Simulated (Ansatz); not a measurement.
Band structure of AlNi3 (Pm-3m, 4 atoms in the cell).

```
CELL_PARAMETERS angstrom
      3.52869     0.00000     0.00000
      0.00000     3.52869     0.00000
      0.00000     0.00000     3.52869
ATOMIC_POSITIONS crystal
  Al 0.00000 0.00000 0.00000
  Ni 0.00000 0.50000 0.50000
  Ni 0.50000 0.00000 0.50000
  Ni 0.50000 0.50000 0.00000
```
Moments meant for the start (each program seeds them in its own way; μB, in the order of the atoms Al Ni Ni Ni): 0.0 2.0 2.0 2.0.

Method of the run: PBE, PAW files (plane waves; Ansatz, a program for electronic structure).

Settings: kpoints.mp_grid.grid = 8 8 8; hamiltonian.xc = pbe; hamiltonian.pseudopotentials = {kind: paw} (an earlier, softer set of the program's PAW files); magnetization.spin_polarized = true; scf.occupations.method = gaussian; scf.occupations.width = 0.1 eV; kpoints.band_path.npoints = 8.

The starting cell comes from a database of computed structures (which also holds hypothetical and non-ambient phases and stackings), without a prior relaxation at this level. Its lattice was rescaled by a random factor within 2.5 % of one. The moments shrank to a small part of their start, a low-spin state that need not be the lowest.

Levels in eV from the Fermi level, bands 26 to 33 of the first spin channel:
```tsv
point	26	27	28	29	30	31	32	33
Γ	-0.08	-0.08	-0.08	0.83	0.83	0.83	6.66	6.66
X	-1.21	-1.08	-0.52	-0.08	5.61	5.61	5.61	5.61
M	-1.25	-1.02	-0.99	-0.60	0.86	0.86	8.22	8.22
R	-1.10	-1.10	-0.29	-0.26	-0.26	-0.26	3.55	4.10
```

Bands cross the Fermi level along this path, so the cell is metallic at this level.

The net moment of the cell came out as 0.74 μB.

Keys are those of Ansatz 0.2.
